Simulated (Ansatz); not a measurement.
# Fermi-surface data of MoP under load (space group P-6m2)

Consider the following.

```xyz
2
Lattice="3.2149 0.0000 0.0000 -1.6075 2.7842 0.0000 0.0000 0.0000 3.1676" Properties=species:S:1:pos:R:3 pbc="T T T"
Mo     0.0000     0.0000     0.0000
P      0.0000     1.8561     1.5838
```

Calculation: PBEsol, rigid bands (plane waves, PAW, scalar-relativistic; Ansatz, an electronic-structure program). Condition of this run: biaxial stress xx = yy = -1 GPa (compression positive) (the target of the relaxation). How the cell was made: cell and atoms relaxed with PBEsol, then loaded as said.

```json
{
  "density of states at the Fermi level": "0.770 states/(eV·cell), both spins",
  "bare Sommerfeld coefficient": "0.91 mJ/(mol of atoms·K²)",
  "drude_plasma_energy": "5.2 (x), 5.2 (y), 6.1 (z) eV",
  "root-mean-square Fermi velocity": "6.6e5 m/s",
  "resistivity times τ": "17.8 (x), 17.8 (y), 13.3 (z) ×10⁻²² Ω·m·s"
}
```

A metal at this level (no band gap); rigid bands, thermally averaged at 300 K, both spins. Spin-orbit coupling is left out. τ is one relaxation time for all states.

Formula and space group known from diffraction (Crystallography Open Database), not checked to be the room-temperature form: MoP under load (space group P-6m2).
